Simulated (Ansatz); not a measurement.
Start from La2O3 (space group P-3m1, No. 164; a = 3.9061 Å, c = 6.0400 Å).

The values are results of Ansatz (a first-principles code) PBEsol, no spin-orbit coupling, not measurements.

One change was made to it. Results:

| quantity | base | after |
|---|---|---|
| band gap | 3.77 eV | zero |
| lattice parameter a | 3.906 Å | 4.250 Å |

Q: What was done to the base?
A) O → Te
B) O → F
C) La → Ba

A: C, La → Ba. For comparison, the lattice parameter a in the other runs: O → F gives 3.742 Å; O → Te gives 5.147 Å.

The magnetic state is the one reached from the starting moments; the real material's order can differ, and small cells can't hold many antiferromagnetic ones. Spin-orbit coupling, missing from the scalar runs, can matter with Te. Stability against distortions was not tested. As relaxed here, Ba2O3, La2F3 and La2Te3 are hypothetical phases, not in the database extracts checked. Spin-polarised in the final run: Ba2O3; the other runs are not. An odd electron count without spin: La2F3.
